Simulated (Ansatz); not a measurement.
Ansatz (a quantum-chemistry and plane-wave program) run on BaGe₃Pt (I4mm, 5 atoms in the cell): self-consistent single point

Method of the run: LDA (PW92), default PAW files made with PBE (plane waves; Ansatz).

This input was run:

Ansatz 0.2 input:
```yaml
# BaGe3Pt
crystal:
  lattice:
    - [-2.30764400, 2.30764400, 5.16326100]
    - [2.30764400, -2.30764400, 5.16326100]
    - [2.30764400, 2.30764400, -5.16326100]
  atoms:
    - { symbol: Ba, position: [0.99989000, 0.99989000, 0.00000000] }
    - { symbol: Ge, position: [0.24621000, 0.74621000, 0.50000000] }
    - { symbol: Ge, position: [0.74621000, 0.24621000, 0.50000000] }
    - { symbol: Ge, position: [0.60089000, 0.60089000, 0.00000000] }
    - { symbol: Pt, position: [0.35152000, 0.35152000, 0.00000000] }
basis:
  ecutwfc: 420.0
kpoints:
  mp_grid:
    grid: [10, 10, 10]
hamiltonian:
  xc: lda
  pseudopotentials:
    kind: paw
scf:
  occupations:
    method: gaussian
    width: 0.272
output:
  forces: true
  eigenvalues: true
  stress: true
```

Log, with long lists cut:

```
WARN ansatz: RAYON_NUM_THREADS=1 ignored (pool sized by the plan → 1); use --threads N
Pseudopotentials: kind: paw
Pseudopotential: Ba, paw, valence charge 10
Pseudopotential: Ge, paw, valence charge 14
Pseudopotential: Pt, paw, valence charge 18
Crystal: 5 atoms, lattice volume = 109.982 Å³
Basis set: ecut = 420 eV, 2169 PW (Γ)
Bands: 42, of which v1, the nominal top of the filled ones, is band 35 counted from 1 (34 counted from 0)
Symmetry: 8 space group operations
Space group: I4mm (ITA 107), of the structure as read, at distance tolerance 4.8e-5 Å
k-points: 102 of 1000 (time reversal used)
PAW frozen core: Ba, regenerated for the run's functional, and the local potential with it
PAW frozen core: Ge, regenerated for the run's functional, and the local potential with it
PAW frozen core: Pt, regenerated for the run's functional, and the local potential with it
Initial density: superposition of atomic densities (neutral atoms: chi_scale 0, normalization atom), corrected by the library's trained network
Initial wavefunctions: pseudopotential atomic-orbital guess
Eigensolver: davidson
Functional: x = slater, c = lda
SCF iter   1: F=—  HF=-30675.253217 eV  |F-HF|=—  |Δ(HF+E_count)|=         —  Δρ=5.13e-3  dr2=1.46e-2  ethr=1.77e-3  ⟨swp⟩=6.6  Hψ=16229  notcnv=0
all-band conjugate gradients solve this SCF's bands
preconditioner: auto → Kerker (q_TF=auto, 2.530 Å⁻¹)
SCF iter   2: F=—  HF=-30675.249748 eV  |F-HF|=—  |Δ(HF+E_count)|=   3.47e-3  Δρ=2.75e-3  dr2=5.29e-3  ethr=2.08e-5  ⟨swp⟩=2.4  Hψ=8080  notcnv=0
SCF iter   3: F=—  HF=-30675.248555 eV  |F-HF|=—  |Δ(HF+E_count)|=   1.19e-3  Δρ=8.37e-4  dr2=8.66e-4  ethr=7.56e-6  ⟨swp⟩=2.0  Hψ=5547  notcnv=0
SCF iter   4: F=—  HF=-30675.248279 eV  |F-HF|=—  |Δ(HF+E_count)|=   2.76e-4  Δρ=2.49e-4  dr2=8.02e-5  ethr=1.24e-6  ⟨swp⟩=2.0  Hψ=7592  notcnv=0
SCF iter   5: F=—  HF=-30675.248330 eV  |F-HF|=—  |Δ(HF+E_count)|=   5.06e-5  Δρ=8.74e-5  dr2=1.04e-5  ethr=1.15e-7  ⟨swp⟩=2.4  Hψ=6410  notcnv=0
SCF iter   6: F=—  HF=-30675.248328 eV  |F-HF|=—  |Δ(HF+E_count)|=   1.96e-6  Δρ=1.95e-5  dr2=7.60e-7  ethr=1.49e-8  ⟨swp⟩=2.2  Hψ=7707  notcnv=0
SCF iter   7: F=—  HF=-30675.248327 eV  |F-HF|=—  |Δ(HF+E_count)|=   1.51e-7  Δρ=7.26e-6  dr2=1.02e-7  ethr=1.09e-9  ⟨swp⟩=2.0  Hψ=6347  notcnv=0
SCF iter   8: F=-30675.248327 eV  HF=-30675.248327 eV  |F-HF|=1.70e-8  |Δ(HF+E_count)|=   2.10e-8  Δρ=2.89e-6  dr2=1.16e-8  ethr=1.43e-10  ⟨swp⟩=9.5  Hψ=19825  notcnv=0
SCF 1 converged in 8 iterations: F = -30675.248327 eV  dr2 = 1.16e-8
SCF converged after 8 iterations
Free energy (F): -30675.248327 eV
Harris-Foulkes:  -30675.248327 eV  (|F-HF|=1.70e-8)
Internal energy: -30675.183204 eV  (E = F + TS)
E sigma→0 (E₀):  -30675.215766 eV
Entropy (-TS):   -0.065123 eV (-13.025 meV/atom)
Fermi energy:    11.868042 eV
--- Per-component energies (eV) ---
  E_band       = -654.084313
  E_kinetic    = 1143.188020
  E_local      = -9857.152306  (includes V_loc(G=0)·N_el)
  E_nonlocal   = 1526.190289
  E_hartree    = 4223.668303
  E_xc         = -655.003164
  E_vxc        = -636.648960  (∫ρ·V_xc dr)
  E_paw        = -20055.061761  (= ΣΔE_a)
  E_vpaw       = -1277.005297  (= ΣTr[D̂ρ^β])
  E_aug_tail   = 0.001055  (compensation charges beyond the density's cutoff)
  E_ewald      = -7007.485005
  E_core_change = 6.471364  (= ΣΔE_core)
  E_smearing   = -0.065123  (= −TS)
  E_closure    = -0.000000  (closes the sum)
  Σ components = -30675.248327   (vs F -30675.248327, Δ=0.00e0)
--- Forces (eV/Å), atoms counted from 1 ---
  atom   1  Ba     0.00000000     0.00000000     0.05209687
  atom   2  Ge    -0.00000000     0.00000000     0.09738897
  atom   3  Ge     0.00000000    -0.00000000     0.09738897
  atom   4  Ge     0.00000000     0.00000000    -0.16817340
  atom   5  Pt     0.00000000     0.00000000    -0.07871524
  max |Σ_I F_I| component: 1.38e-5 eV/Å
--- Stress (GPa, compression-positive) ---
       -5.323957       0.000000       0.000000
        0.000000      -5.323957      -0.000000
        0.000000       0.000000      -5.538645
  P = ⅓ Tr σ = -5.3955 GPa (-53.955 kbar)
  The stress holds the Pulay correction. Without it, at fixed plane waves, as pw.x and ABINIT print it: P = -5.4192 GPa
--- Band table (eV; the first three rows and the last of 102) ---
  k-point 0: bands = ["-86.8119", "-40.9526", "-40.9526", "-40.8949", "-15.5221", "-12.7345", "-12.7299", "-12.7143", "-12.7069", "-12.7069", "-12.6543", "-12.6443", "-12.6331", "-12.6317", "-12.6317", "-12.6014", "-12.5782", "-12.5655", "-12.5569", [...]
  k-point 1: bands = ["-86.8119", "-40.9526", "-40.9526", "-40.8949", "-15.5196", "-12.7353", "-12.7264", "-12.7159", "-12.7085", "-12.7046", "-12.6578", "-12.6427", "-12.6346", "-12.6327", "-12.6300", "-12.6004", "-12.5783", "-12.5678", "-12.5562", [...]
  k-point 2: bands = ["-86.8119", "-40.9527", "-40.9527", "-40.8948", "-15.5132", "-12.7365", "-12.7205", "-12.7166", "-12.7121", "-12.7002", "-12.6670", "-12.6414", "-12.6381", "-12.6319", "-12.6264", "-12.5986", "-12.5774", "-12.5711", "-12.5551", [...]
  k-point 101: bands = ["-86.8119", "-40.9525", "-40.9525", "-40.8949", "-15.5195", "-12.7347", "-12.7298", "-12.7140", "-12.7071", "-12.7071", "-12.6543", "-12.6426", "-12.6340", "-12.6316", "-12.6316", "-12.6015", "-12.5778", "-12.5662", [...]
```

The run converged in 8 iterations.

The starting cell comes from a database of computed structures (which also holds hypothetical and non-ambient phases and stackings), without a prior relaxation at this level. Its lattice was rescaled by a random factor within 2.5 % of one. Spin-orbit coupling is off. Spin polarisation is off. With a pressure of about -5 GPa the cell is away from its equilibrium volume at this level. Ansatz's pressure includes its estimate of the finite-basis (Pulay) stress.

Cost on one core of a shared machine: roughly 40 s.
